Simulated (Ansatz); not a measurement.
**AgInTe₂ (model structure, started from the chalcopyrite type, I-42d, No. 122, 8 atoms in the cell)**

Level of theory: PBEsol (PAW; Ansatz, a quantum-chemistry and plane-wave program).

Numerical settings: plane-wave cutoff 520 eV, 8×8×8 k mesh, Fermi–Dirac smearing 0.01 eV, no spin polarisation, scalar-relativistic PAW data made under PBE.

Cell (relaxed at this level):

```
AgInTe2
1.0
   -3.21578     3.21578     6.38279
    3.21578    -3.21578     6.38279
    3.21578     3.21578    -6.38279
Ag In Te
2 2 4
Cartesian
  0.00000   3.21578   3.19140
  0.00000   0.00000   0.00000
  3.21578   0.00000   3.19140
  0.00000   0.00000   6.38279
  1.60789   1.55173  -1.59570
  1.60789   1.66405   4.78709
  4.87983   1.60789   1.59570
 -1.66405   1.60789   7.97849
```

| Property | Result |
|---|---|
| band gap | 0.08 eV |

Spin–orbit coupling is not included; it can close the smallest gap of 0.08 eV.

The computed numbers hold no vibrational or temperature effects.

A model structure was made by putting elements into a prototype or built by hand; here it ended with the formula and space group of a phase in our tables.
